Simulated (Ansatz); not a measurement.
System: zinc-blende BeS. Method: PBE (Ansatz, an electronic-structure program, PAW).

Run with plane-wave cutoff 520 eV, 12×12×12 k mesh, scalar-relativistic PAW data made under PBE.

Computed at the level's own relaxed cell.

Hill averages of the elastic tensor: K = 92.9 GPa, G = 66.5 GPa. Volume 14.492 Å³/atom, mean atomic mass 20.539 u.

Question: Work out the density, the sound velocities of a polycrystal and the elastic Debye temperature at this level.

Answer: ρ = 1.66054 × 20.539/14.492 = 2.353 g/cm³. v_l = √[(K + 4G/3)/ρ] = 8.784 km/s and v_t = √(G/ρ) = 5.316 km/s. The mean follows from 3/v_m³ = 1/v_l³ + 2/v_t³: v_m = 5.876 km/s. Θ_D = (ħ/k_B) v_m (6π²/V)^(1/3) = 76.38 K Å s/km × 5.876 × 1.5987 Å⁻¹ = 718 K, counting all atoms of the cell.
